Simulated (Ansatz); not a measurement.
The reference is SrCl2 in the fluorite structure (space group Fm-3m, No. 225; a = 6.908 Å).

Method: plane-wave PAW DFT at the PBEsol level (Ansatz, a first-principles code, 420 eV), no spin-orbit coupling.

Before the change:

| Property | Value |
|---|---|
| Electron mass | 0.37 mₑ (at Γ) |

Perturbation: the cell is scaled by 1.0250 in all directions, atoms relaxed at fixed cell.

Problem. Estimate the effect on the electron mass.

Solution. The electron mass changes from 0.37 mₑ (at Γ) to 0.38 mₑ (at Γ).

Problem. Predict the new energy relative to the base.

Solution. The energy goes up by 17 meV/atom.

The levels and masses belong to the bands next to the band gap. The cells carry an imposed strain or load. Masses are band curvatures over ±0.01 Å⁻¹ around the edge. No phonon test of stability was made.
